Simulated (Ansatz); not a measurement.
Take CdTe in the zinc blende structure (space group F-43m, No. 216; a = 6.558 Å) as the base. Axes: x, y, z lie along the cube axes.

Calculations: Kohn–Sham DFT with the r2SCAN functional, run in Ansatz (a first-principles code) with PAW and 500 eV plane waves, spin-orbit coupling left out.

Strains are applied to the cell and any free atomic positions relax.

One change was made to it. Results:

```csv
quantity,base,after
"valence-band top at Γ (three highest levels, from the VBM)","0.00, 0.00, 0.00 eV","0.00, -0.02, -0.03 eV"
band gap,1.17 eV,1.15 eV
```

Question: Which change produced these results?
A. tensor shear ε_xy = +1.71 %
B. tensor shear ε_xy = +1.43 %
C. tensor shear ε_xy = +1.14 %
D. tensor shear ε_xy = +0.29 %
E. tensor shear ε_xy = +2.00 %

Answer: D, tensor shear ε_xy = +0.29 %. For comparison, the band gap in the other runs: tensor shear ε_xy = +1.14 % gives 1.10 eV; tensor shear ε_xy = +2.00 % gives 1.05 eV; tensor shear ε_xy = +1.43 % gives 1.08 eV; tensor shear ε_xy = +1.71 % gives 1.07 eV.

With Te present, leaving out spin-orbit coupling can change the band edges. No phonon test of stability was made.
